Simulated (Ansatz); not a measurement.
Cost and result by functional for the surface energy of the (211) surface of bcc Na in its 1x1 cell, outermost plane spacing 1.71 Å in the ideal cut, in Ansatz (plane waves, PAW). Single points on the PBE structure, on one kind of machine; costs are rough ratios of the slab run's core time (references not counted) to the cheapest single point. r2SCAN's cost holds its higher cutoff (500 against 420 eV). Differences are taken against r2SCAN for comparison alone: no measured value is at hand, so the table doesn't rank accuracy.

Set-up: 7 atoms, 10.3 Å thick at the start (thin: gaps and levels are the slab's own); mesh 10x7x1; 0.1 eV smearing; dipole correction on; all atoms relaxed; start symmetry kept, larger cells not searched; no spin, no spin-orbit, no U. These notes are the PBE run's.

```
functional                     relative cost  surface energy (J/m²)  less r2SCAN (J/m²)
-----------------------------  -------------  ---------------------  ------------------
PBEsol                                     1                   0.25                0.00
RPBE                                       1                   0.21               -0.05
LDA                                        1                   0.26                0.00
r2SCAN                                     2                   0.26                0.00
PBE (the relaxed run's value)              –                   0.23               -0.03
```

The values span 0.06 J/m², while the single points' costs differ by a factor of roughly 2. Differences are of unrounded values.

Ansatz is a quantum-chemistry and plane-wave program.
